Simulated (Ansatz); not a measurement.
Take CsSnI$_{3}$ in the cubic perovskite structure (space group Pm-3m, No. 221; a = 6.1305 Å) as the base. Axes: x, y, z lie along the cube axes.

Method: Kohn–Sham DFT with the PBEsol functional, run in Ansatz (an electronic-structure program) with PAW and 420 eV plane waves, no SOC.

Strains are applied to the cell and any free atomic positions relax; under biaxial strain the out-of-plane vector relaxes too.

One change was made to it. Results:

The shortest interatomic distance drops by 1.5 pm, from 306.5 pm to 305.0 pm; the energy rises by 7.3 meV/atom; the band gap goes up by 0.12 eV (0.10 eV → 0.22 eV).

Task: Which change produced these results?
(A) biaxial strain +2.40 %, plane normal [001], relaxed out of plane
(B) biaxial strain +1.20 %, plane normal [001], relaxed out of plane
(C) biaxial strain +1.80 %, plane normal [001], relaxed out of plane
(D) biaxial strain +3.00 %, plane normal [001], relaxed out of plane
(E) biaxial strain +0.60 %, plane normal [001], relaxed out of plane

Result: A, biaxial strain +2.40 %, plane normal [001], relaxed out of plane. For comparison, the energy relative to the base in the other runs: biaxial strain +1.80 %, plane normal [001], relaxed out of plane gives +4.2 meV/atom; biaxial strain +3.00 %, plane normal [001], relaxed out of plane gives +11 meV/atom; biaxial strain +1.20 %, plane normal [001], relaxed out of plane gives +1.9 meV/atom; biaxial strain +0.60 %, plane normal [001], relaxed out of plane gives +0.5 meV/atom.

Spin-orbit coupling, missing from the scalar runs, can matter with I. No phonon test of stability was made. Many cubic perovskites are stable only at high temperature; tilts and polar distortions were not tested. A zero or small gap of CsSnI3 can be the functional's error rather than a property of the material.
